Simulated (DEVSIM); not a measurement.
System: Al/SiO2/p-Si capacitor, at 300 K.

Layer 1 from the left is SiO2, thickness (nm) 2.50. Layer 2 from the left is Si, thickness (nm) 5800, Na (cm⁻³) 9.7e15.

Metal gate on the left, work function 4.1 eV. Fixed charge at the semiconductor interface 4.5e11 cm⁻² (in units of +e); no interface traps.

Constants are typed, rounded textbook-type inputs, not results; the design itself was drawn at random and stands for no fabricated device. Values at 300 K.

SiO2: gap (eV) 9, affinity (eV) 0.9, permittivity 3.9. Si: gap (eV) 1.124, affinity (eV) 4.05, permittivity 11.7, Nc (cm⁻³) 2.86e19, Nv (cm⁻³) 3.1e19.

Problem. Estimate by hand the flat-band voltage, the threshold voltage, and compare with a numerical solution.

Solution. 
- Flat-band voltage: C = 1.38 μF/cm², work-function difference -0.865 V; VFB = φms − qNf/C = -0.92 V; numerical -0.92 V.
- Threshold voltage: φF = 0.354 V, depletion charge √(4εqNφF) = 4.78e-8 C/cm²; VT = VFB + 2φF + Qd/C = -0.17 V; numerical -0.17 V.

Model (solved in DEVSIM): 1D Poisson equation in equilibrium, Boltzmann statistics, complete ionisation; no quantum confinement or tunnelling. Metal contacts follow the ideal Schottky-Mott rule: no Fermi-level pinning, no interface dipoles.
